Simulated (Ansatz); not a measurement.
The parent structure is TiAl (space group P4/mmm, No. 123; a = 2.7963 Å, c = 4.0381 Å; relaxed with 0.1 eV smearing). Axes: x, y, z lie along a, b, c of the conventional cell.

Level of theory: PBEsol/PAW in Ansatz (a program for electronic structure), spin-orbit coupling left out.

One thing is altered: uniaxial strain ε_zz = −2.00 %, all other strain components held at zero; the atoms relax in the strained cell.

Task: Predict the stress tensor and what it implies for the stiffness.

Result: Stress of the strained cell less that of the base (GPa, compression positive):
```
    2.0     0.0     0.0
    0.0     2.0     0.0
    0.0     0.0     3.5
```

Then −Δσ_ii/ε with ε = -0.0200 gives secant stiffness values (nonlinear terms included at this strain): C33 ≈ 177 GPa, C13 ≈ 99 GPa and C23 ≈ 99 GPa.

Whether these cells are dynamically stable was not tested. All final runs are without spin polarisation.
